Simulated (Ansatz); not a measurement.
A calculation on double-hcp La returned lattice constant a 3.739 Å, lattice parameter c 11.898 Å, equilibrium volume per atom 36.03 Å³/atom, bulk modulus 23.3 GPa.

For reference: lattice constant a 3.774 Å (measured, 293 K, not corrected to a static lattice; as tabulated in Wikipedia's data pages); lattice parameter c 12.171 Å (measured, 293 K, no zero-point or thermal correction; as tabulated in Wikipedia's data pages); bulk modulus 27.9 GPa (measured, room temperature, no zero-point or thermal correction; as tabulated in Wikipedia's data pages).

Q: Which level of theory produced these numbers?
A) r²SCAN+rVV10 (Ansatz (a quantum-chemistry and plane-wave program))
B) r²SCAN (Ansatz)
C) rVV10 (Ansatz)
D) revPBE (Ansatz)

A: A, r²SCAN+rVV10 (Ansatz)

The others give: rVV10 3.780 Å, 12.148 Å, 37.58 Å³/atom, 28.1 GPa; revPBE 3.814 Å, 12.243 Å, 38.57 Å³/atom, 23.7 GPa; r²SCAN 3.781 Å, 12.039 Å, 37.27 Å³/atom, 22.9 GPa.

Unless a cell is named, each level is at its own relaxed cell (r²SCAN 37.27, r²SCAN+rVV10 36.01, revPBE 38.56, rVV10 37.58 Å³/atom).

Ansatz's density-functional and Hartree–Fock values are scalar-relativistic unless marked +SOC, with PAW data made under PBE.
